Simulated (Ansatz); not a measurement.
Ta: pressure 0.9 GPa

Base system: Ta in the bcc (W type) structure (space group Im-3m, No. 229; a = 3.282 Å).

Modification: a hydrostatic pressure of 0.9 GPa.

The values are results of PBEsol in Ansatz (plane waves to 420 eV, PAW, without spin-orbit coupling), earlier PAW set, not measurements. k-mesh 20×20×20 (Γ-centred); smearing 0.05 eV (Fermi–Dirac).

```json
[
 {"quantity": "volume per atom", "base": "17.67 Å³", "changed": "17.60 Å³", "shift": "-0.07 Å³"},
 {"quantity": "density", "base": "17.00 g/cm³", "changed": "17.07 g/cm³", "shift": "+0.07 g/cm³"},
 {"quantity": "lattice parameter a", "base": "3.282 Å", "changed": "3.277 Å", "shift": "-0.005 Å"},
 {"quantity": "shortest interatomic distance", "base": "2.842 Å", "changed": "2.838 Å", "shift": "-0.004 Å"},
 {"quantity": "enthalpy H = E + PV relative to the base's energy", "base": "–", "changed": "+0.10 eV/atom", "shift": "–"},
 {"quantity": "band gap", "base": "zero", "changed": "zero", "shift": "–"}
]
```

Load acts through the strain it causes; cell and atoms are relaxed under it. Stability against distortions was not tested. The final runs are not spin-polarised.

Ansatz is a first-principles code.
